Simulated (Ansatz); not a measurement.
What isotropic strain +3.00 % does to Na

Base system: Na in the bcc (W type) structure (space group Im-3m, No. 229; a = 4.199 Å; relaxed with 0.1 eV smearing).

One thing is altered: the cell is scaled by 1.0300 in all directions; the atoms relax in the strained cell.

Calculations: Kohn–Sham DFT with the PBE functional, run in Ansatz (an electronic-structure program) with PAW and 420 eV plane waves, without spin-orbit coupling. k-mesh 22×22×22 (Γ-centred); smearing 0.1 eV (Fermi–Dirac).

```tsv
quantity	base	changed	shift
volume per atom	37.02 Å³	40.46 Å³	+3.433 Å³
space group	Im-3m (No. 229)	Im-3m (No. 229)	–
shortest interatomic distance	6.872 bohr	7.078 bohr	+0.206 bohr
energy relative to the base (free energy F)	0 meV/atom	+6.7 meV/atom	+6.7 meV/atom
pressure	0.0 GPa	-0.6 GPa	-0.6 GPa
band gap	zero	zero	–
```

Final structure:

```
CELL_PARAMETERS angstrom
     -2.16262     2.16262     2.16262
      2.16262    -2.16262     2.16262
      2.16262     2.16262    -2.16262
ATOMIC_POSITIONS crystal
  Na 0.00000 0.00000 0.00000
```

Whether these cells are dynamically stable was not tested.
